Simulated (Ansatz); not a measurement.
The parent structure is Os in the hcp (Mg type) structure (space group P6_3/mmc, No. 194; a = 2.754 Å, c = 4.347 Å; relaxed with 0.1 eV smearing).

All numbers come from PBE (Ansatz, a first-principles code, PAW, no spin-orbit coupling).

For the base:

- Pressure = 0.0 GPa

Modification: the cell is scaled by 0.9700 in all directions; the atoms relax in the strained cell.

Question: Predict the new pressure.

Answer: The pressure (mean of the normal stresses, compression positive) goes from zero to 45.1 GPa.

Question: What does the calculation give for the energy relative to the base after the change?

Answer: The energy goes up by 161 meV/atom.

No phonon test of stability was made. All final runs are without spin polarisation.
